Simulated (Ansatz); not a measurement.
Consider ZrO2 (space group P4_2/nmc, No. 137; a = 3.584 Å, c = 5.179 Å).

Level of theory: PBEsol in Ansatz (plane waves to 420 eV, PAW, scalar-relativistic without spin-orbit coupling), earlier PAW set.

Base values:

| Item | Value |
|---|---|
| Smallest direct gap | 4.12 eV |
| Electron mass | 2.1 mₑ along c, 0.57 mₑ across (at Γ) |
| Band gap | 4.00 eV |
| Gap character | indirect, M–Γ (56 % along) → Γ |

Now apply this change: hydrostatic tension (pressure −1 GPa).

Q: What does the calculation give for the smallest direct gap, electron mass, band gap and gap character after the change?

A: The smallest direct gap remains 4.12 eV; the electron mass becomes 2.1 mₑ along c, 0.58 mₑ across (at Γ) (base: 2.1 mₑ along c, 0.57 mₑ across (at Γ)); the band gap is still 4.00 eV; the gap character remains indirect, M–Γ (56 % along) → Γ.

Load acts through the strain it causes; cell and atoms are relaxed under it. Effective masses come from finite differences of ±0.01 Å⁻¹. No phonon test of stability was made. This is not the structure that ZrO2 has at room temperature and ambient pressure.

Ansatz is a program for electronic structure.
